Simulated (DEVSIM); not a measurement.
Device: Schottky contact on n-type Si, at 250 K.

| layer (left to right) | material | thickness (μm) | Nd (cm⁻³) | τn (s) | τp (s) |
|---|---|---|---|---|---|
| 1 | Si | 2.50 | 2.1e15 | 6.9e-6 | 6.9e-6 |
| 2 | Si | 25.0 | 8.9e17 | 6.9e-6 | 6.9e-6 |

Left contact: Schottky, work function 4.9 eV, emission velocity 1.2e7 cm/s. Right contact: ohmic. Voltage is applied to the left contact. Recombination: SRH at mid-gap, radiative, Auger. Mobility is μmin + (μ − μmin)/(1 + (N/Nref)^α).

The device is made up for the run: typed textbook-type constants, with dimensions and the other settings drawn at random. Values at 300 K; Nc and Nv go as T^1.5, mobilities as T to minus their exponent, the gap by Varshni's rule with the affinity fixed.

| parameter | Si |
|---|---|
| gap (eV) | 1.124 |
| affinity (eV) | 4.05 |
| permittivity | 11.7 |
| Nc (cm⁻³) | 2.86e19 |
| Nv (cm⁻³) | 3.1e19 |
| μn (cm²/Vs) | 1417 |
| μp (cm²/Vs) | 470 |
| μn,min | 52 |
| μp,min | 45 |
| Nref,n | 9.7e16 |
| Nref,p | 2.2e17 |
| αn | 0.68 |
| αp | 0.72 |
| T exponent of μn | 2.3 |
| T exponent of μp | 2.2 |
| B (cm³/s) | 4.7e-15 |
| Cn (cm⁶/s) | 2.8e-31 |
| Cp (cm⁶/s) | 9.9e-32 |
| Varshni α (eV/K) | 0.000473 |
| Varshni β (K) | 636 |

Simulated with DEVSIM: 1D drift-diffusion, Boltzmann statistics, complete ionisation; no tunnelling, impact ionisation, image-force lowering or self-heating. Metal contacts follow the ideal Schottky-Mott rule: no Fermi-level pinning, no interface dipoles.

The temperature was swept, all else fixed.

| temperature (K) | potential step across the device at zero bias (V) | dark forward voltage at 1 A/cm² (V) | dark forward voltage at 100 A/cm² (V) |
|---|---|---|---|
| 250 | 0.781 | 0.484 | 0.631 |
| 300 | 0.760 | 0.407 | 0.591 |
| 350 | 0.738 | … | … |
| 400 | 0.716 | 0.247 | 0.469 |
| 450 | 0.692 | 0.162 | 0.397 |
| 500 | 0.667 | 0.082 | 0.325 |

Q: Some entries are withheld; supply them.

A: 
- 350, dark forward voltage at 1 A/cm² (V): 0.329
- 350, dark forward voltage at 100 A/cm² (V): 0.537
